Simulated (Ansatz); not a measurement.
# TiAl, response to strain

Take TiAl (space group P4/mmm, No. 123; a = 2.8127 Å, c = 4.0619 Å; relaxed with 0.1 eV smearing) as the base. Axes: x, y, z lie along a, b, c of the conventional cell.

Strains are applied to the cell and any free atomic positions relax; under biaxial strain the out-of-plane vector relaxes too.

Method: Kohn–Sham DFT with the r2SCAN functional, run in Ansatz (an electronic-structure program) with PAW and 500 eV plane waves, scalar-relativistic without spin-orbit coupling, earlier PAW set.

Notes on the quantities. pressure: mean of the normal stresses, compression positive; energy relative to the base: free energy F.

```csv
variant,pressure,volume per atom,energy relative to the base,space group
base,0.0 GPa,16.07 Å³,0 meV/atom,P4/mmm (No. 123)
"biaxial strain +3.36 %, plane normal [001], relaxed out of plane",-3.4 GPa,16.54 Å³,–,P4/mmm (No. 123)
isotropic strain −1.89 %,7.7 GPa,15.17 Å³,[?],P4/mmm (No. 123)
isotropic strain −0.36 %,1.3 GPa,15.89 Å³,+0.7 meV/atom,P4/mmm (No. 123)
uniaxial strain ε_yy = +0.75 %,[?],16.19 Å³,[?],Pmmm (No. 47)
tensor shear ε_yz = +2.52 %,0.4 GPa,16.06 Å³,[?],P2/m (No. 10)
```

**Question.** Some entries are withheld; estimate them.

**Answer.** 
- isotropic strain −1.89 %, energy relative to the base: +21 meV/atom
- uniaxial strain ε_yy = +0.75 %, pressure: -0.9 GPa
- uniaxial strain ε_yy = +0.75 %, energy relative to the base: +0.6 meV/atom
- tensor shear ε_yz = +2.52 %, energy relative to the base: +16 meV/atom

Whether these cells are dynamically stable was not tested. The final runs are not spin-polarised.
